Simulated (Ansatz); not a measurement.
Functionals compared on H2O on the 1x1 (0001) surface of hcp Ti, one in a 2x2 cell, started at the site 'bridge Ti-Ti (span 2.9 Å)', in Ansatz (plane waves, PAW). The structure was relaxed with PBE; the other rows are single points on it, each with its references at the same level. Cutoff 420 eV (500 eV for r2SCAN).

Slab: 19 atoms, 6.8 Å thick at the start under the adsorbate (thin: gaps and levels are the slab's own); k 6x6x1, smearing 0.1 eV, dipole-corrected; 8 atoms held, the rest relaxed; no symmetry held; no spin, no spin-orbit, no U, no dispersion correction. At the end it is bonded to 2 Ti. In PBE it is, or lies within 0.03 eV of, the lowest of the starts that converged. These notes are the PBE run's. Adsorption energies are against H2O(g). A negative adsorption energy means that the adsorbate is more stable on the surface than in its reference.

| functional | adsorption energy (eV) | work function of the top face (eV) | change of the work function (eV) | rough cost of the single point |
|---|---|---|---|---|
| PBE | -0.67 | 2.94 | -1.46 | – |
| RPBE | -0.39 | 2.85 | -1.44 | roughly 4 core-minutes |
| r2SCAN | ___ | ___ | ___ | around 7 core-minutes (rough) |

Problem. Complete the blanks.

Solution. 
- r2SCAN, adsorption energy (eV): -0.91
- r2SCAN, work function of the top face (eV): 2.88
- r2SCAN, change of the work function (eV): -1.64

Ansatz is a program for electronic structure.
